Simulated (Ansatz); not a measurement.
Take HfPbO₃ in the cubic perovskite structure (space group Pm-3m, No. 221; a = 4.1189 Å; a cell from a computed database, its experimental status unchecked) as the base. Axes: x, y, z lie along the cube axes.

The change: the symmetric strain tensor [0.0077 -0.0026 0.0103; -0.0026 0.0012 -0.0008; 0.0103 -0.0008 -0.0013]; the atoms relax in the strained cell.

Levels (all Ansatz, a first-principles code, PAW): PBEsol (420 eV, no spin-orbit coupling); r2SCAN (500 eV, spin-orbit coupling left out); HSE06 (420 eV, no spin-orbit coupling).

At the geometry relaxed with PBEsol, these levels gave the following band gaps, in shuffled order: (a) 2.33 eV, (b) 2.87 eV, (c) 3.46 eV.

### Question
Match each gap to its level.

### Answer
(a) PBEsol; (b) r2SCAN; (c) HSE06.

Single points use the geometry relaxed with PBEsol. The hybrid gap comes from the SCF mesh plus the semilocal run's edge points and a few special points and is an upper bound. With Hf and Pb present, leaving out spin-orbit coupling can change the band edges. Stability against distortions was not tested. Many cubic perovskites are stable only at high temperature; tilts and polar distortions were not tested.
